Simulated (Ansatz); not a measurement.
Effective masses and thermopower of BeTe under load (space group I-4m2)

Given:

```
CELL_PARAMETERS angstrom
      0.00000     2.81927     2.86330
      2.81927     0.00000     2.86330
      2.81927     2.81927     0.00000
ATOMIC_POSITIONS crystal
  Be 0.00000 0.00000 0.00000
  Te 0.75000 0.75000 0.75000
```

Computed with r2SCAN with spin-orbit coupling, rigid bands (plane waves, PAW; Ansatz, a program for electronic structure). Condition of this run: uniaxial stress zz = -1 GPa (compression positive) (the target of the relaxation). Cell: cell and atoms relaxed with r2SCAN, then loaded as said.

The band gap is 2.04 eV. The electron conductivity mass (300 K, dilute) is 0.48 (x), 0.48 (y), 0.27 (z) mₑ and the hole conductivity mass (300 K, dilute) is 0.40 (x), 0.40 (y), 0.45 (z) mₑ. The effective density of states N_c (300 K) is 1.9e19 cm⁻³ and the effective density of states N_v (300 K) is 6.6e18 cm⁻³. The density-of-states mass, electrons comes out as 0.84 mₑ and the density-of-states mass, holes is 0.41 mₑ. The Seebeck coefficient, n-type 1e19 cm⁻³, 300 K comes out as -277 μV/K and the best n-type power factor at 300 K for τ = 10 fs (best axis; densities from 1e16 to 1e21 cm⁻³ tried, whether or not they can be reached) is 10.8 μW/(cm·K²) at 1e20 cm⁻³. The Seebeck coefficient, p-type 1e19 cm⁻³, 300 K is 230 μV/K. The best p-type power factor at 300 K for τ = 10 fs (best axis; densities from 1e16 to 1e21 cm⁻³ tried, whether or not they can be reached) is 5.4 μW/(cm·K²) at 1e20 cm⁻³.

Rigid bands; masses and Seebeck coefficients take one relaxation time τ for all states and one kind of carrier; polarons and phonon drag are left out.
